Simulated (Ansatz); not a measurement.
## A computed series for hypothetical zinc blende NaCl: pressure series

The reference is NaCl in the zinc blende structure (space group F-43m, No. 216; a = 6.178 Å; a hypothetical phase, not in the database extracts checked).

Cell and atoms are relaxed at each pressure.

Method: DFT with PBEsol, PAW potentials and a 420 eV plane-wave cutoff in Ansatz (an electronic-structure program), spin-orbit coupling left out.

| pressure (GPa) | volume per atom (Å³/atom) |
|---|---|
| -2 | 34.752 |
| -1 | 31.498 |
| 0 | 29.480 |
| 0.9 | 28.155 |
| 2.1 | ? |
| 4.5 | 24.804 |
| 9 | 22.421 |
| 15 | 20.413 |
| 30 | 17.537 |

Fit the third-order Birch–Murnaghan form P(V) = (3B₀/2)[(V₀/V)^(7/3) − (V₀/V)^(5/3)]·[1 + (3/4)(B₀′ − 4)((V₀/V)^(2/3) − 1)] (squares taken in P) to the rows shown and predict the withheld row.

Least squares on the printed values gives V₀ = 29.490 Å³/atom, B₀ = 17.7 GPa, B₀′ = 4.5; this predicts 26.798 Å³/atom, and the run gives 26.784 Å³/atom, 0.014 lower.

Load acts through the strain it causes; cell and atoms are relaxed under it. Whether these cells are dynamically stable was not tested. Competing high-pressure phases were not computed.
